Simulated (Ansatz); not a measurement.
An Ansatz (a first-principles code) input (HSE06, PAW, 420 eV (Ansatz; spin-orbit coupling left out), earlier PAW set):

Ansatz 0.2 input:
```yaml
crystal:
  lattice:
    - [3.7048644846, 0, 0]
    - [-1.8524322423, 3.2085067613, 0]
    - [0, 0, 15.5077709512]
  atoms:
    - { symbol: Ga, position: [0.3333333333, 0.6666666667, 0.6722178259] }
    - { symbol: Ga, position: [0.6666666667, 0.3333333333, 0.1722178259] }
    - { symbol: Ga, position: [0.6666666667, 0.3333333333, 0.3277821741] }
    - { symbol: Ga, position: [0.3333333333, 0.6666666667, 0.8277821741] }
    - { symbol: Se, position: [0.3333333333, 0.6666666667, 0.0961571745] }
    - { symbol: Se, position: [0.6666666667, 0.3333333333, 0.5961571745] }
    - { symbol: Se, position: [0.6666666667, 0.3333333333, 0.9038428255] }
    - { symbol: Se, position: [0.3333333333, 0.6666666667, 0.4038428255] }
basis: { ecutwfc: 420, ecutrho_ratio: 4, xc_grid: 2, fft_grid_basis: typed }
kpoints: { mp_grid: { grid: [6, 6, 2] } }
hamiltonian:
  xc: hse06
  dispersion: none
  pseudopotentials: { azcp: { folder: ./paw }, kind: paw }
scf: { occupations: { method: fermi_dirac, width: 0.01 } }
output: { eigenvalues: true, eigenstates: { kpoints: [[0, 0, 0], [0.5, 0, 0], [0.333333, 0.333333, 0]] } }
```

Which symmetry and how many k-points will the program report, and about how many plane waves at Γ?

Space group P63/mmc (ITA 194) with 24 operations, k-points 14 of 72, and 3651 plane waves at Γ.

Single points use the geometry relaxed with PBEsol-D3(BJ). HSE06 was sampled on its mesh, a few special points and the semilocal edge points, so its gap is an upper bound. Stability against distortions was not tested. The cell was made from GaS by this change: S → Se.
